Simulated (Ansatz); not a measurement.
Start from BP (space group P6_422, No. 181; a = 3.279 Å, c = 6.995 Å; a hypothetical phase, not in the database extracts checked). Axes: x lies along a and z along c of the hexagonal cell.

The values are results of PBE/PAW in Ansatz (a quantum-chemistry and plane-wave program), scalar-relativistic without spin-orbit coupling, not measurements.

Before the change:

| Property | Value |
|---|---|
| Shortest interatomic distance | 2.012 Å |
| Band gap | zero |
| Pressure | 0.0 GPa |

The change: the symmetric strain tensor [0.0069 0.0130 0.0080; 0.0130 0.0037 0.0003; 0.0080 0.0003 -0.0152], atoms relaxed at fixed cell.

Q: How does this affect the energy relative to the base, shortest interatomic distance, band gap and pressure?

A: The energy rises by 9.1 meV/atom; the shortest interatomic distance drops by 0.023 Å to 1.989 Å; the band gap remains zero; the pressure (mean of the normal stresses, compression positive) goes from zero to 0.9 GPa.

A case with no gap was solved on a k-mesh chosen for an insulator, which is coarse for it. Stability against distortions was not tested. The base started in P3_121 and relaxed to P6_422 at this level. All final runs are without spin polarisation. Gaps under 0.05 eV, about the width of the smearing, are given as zero. A zero or small gap of BP can be the functional's error rather than a property of the material.
